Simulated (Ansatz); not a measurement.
Consider SiC in the wurtzite structure (space group P6_3mc, No. 186; a = 3.092 Å, c = 5.074 Å).

(Cell as relaxed with PBE.)

Levels (all Ansatz, a program for electronic structure, PAW, earlier PAW set): PBE (420 eV, no spin-orbit coupling); r2SCAN (500 eV, without spin-orbit coupling).

Each level relaxes its own structure.

```json
[
 {"base": "volume per atom", "PBE": "10.50 Å³", "r2SCAN": "10.34 Å³"},
 {"base": "lattice parameter a", "PBE": "5.843 bohr", "r2SCAN": "5.812 bohr"},
 {"base": "band gap", "PBE": "2.31 eV", "r2SCAN": "2.65 eV"}
]
```

Modification: a hydrostatic pressure of 50 GPa.

| quantity | PBE | r2SCAN |
|---|---|---|
| shift of the gap caused by the change | -0.31 eV | ? |
| band gap | 2.00 eV | ? |
| electron mass | 0.25 mₑ along c, 0.40 mₑ across (at K) | ? |

**Question.** Predict the r2SCAN column.

**Answer.** 
- shift of the gap caused by the change, r2SCAN: -0.24 eV
- band gap, r2SCAN: 2.41 eV
- electron mass, r2SCAN: 0.24 mₑ along c, 0.40 mₑ across (at K)

PBE's shift of the gap caused by the change lies 0.07 eV below r2SCAN's; PBE's band gap lies 0.41 eV below r2SCAN's. Neither level is exact; r2SCAN is the comparison here, not a measurement.

Load acts through the strain it causes; cell and atoms are relaxed under it. Effective masses come from finite differences of ±0.01 Å⁻¹. No phonon test of stability was made. Competing high-pressure phases were not computed.
